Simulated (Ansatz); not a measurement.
The starting structures come from a database of crystals and need not be the phases stable at ambient conditions.

 Where the default PAW files enter, the runs use the earlier of Ansatz's two default sets.

Given:

```
SnO2
1.0
    3.24090     0.00000     0.00000
    0.00000     4.78800     0.00000
    0.00000     0.00000     4.86658
Sn O
2 4
Direct
  0.50000   0.50000   0.50000
  0.00000   0.00000   0.00000
  0.00000   0.70815   0.32104
  0.00000   0.29185   0.67896
  0.50000   0.20815   0.17896
  0.50000   0.79185   0.82104
```

Space group of this cell: Pnnm. The cell is taken as given; by r2SCAN its mean pressure is -8.3 GPa.

These are r2SCAN (plane waves, PAW; Ansatz, a program for electronic structure) values and carry that method's errors.

The current runs along the normal of the first two printed vectors; no spin-orbit coupling. Scaled by the factor s: all lengths (ions clamped). Meshes 10×6×6 and 10×6 across the current in all rows.

| s | mean pressure (GPa) | band gap (eV) |
|---|---|---|
| 0.98 | 4.0 | ? |
| 1.00 | -8.3 | 1.41 |
| 1.02 | -17.2 | 0.83 |

Task: Take the slope of the band gap against ln s from the two given rows, extrapolate to s = 0.98, and say what the run there gives.

Result: Slope = (0.83 − 1.41) / ln 1.02 = -29.3 eV. The line gives 1.41 + (-29.3) × ln 0.98 = 2.00 eV. The run gives 2.10 eV, 0.10 eV over the line, 17 % of the predicted step.
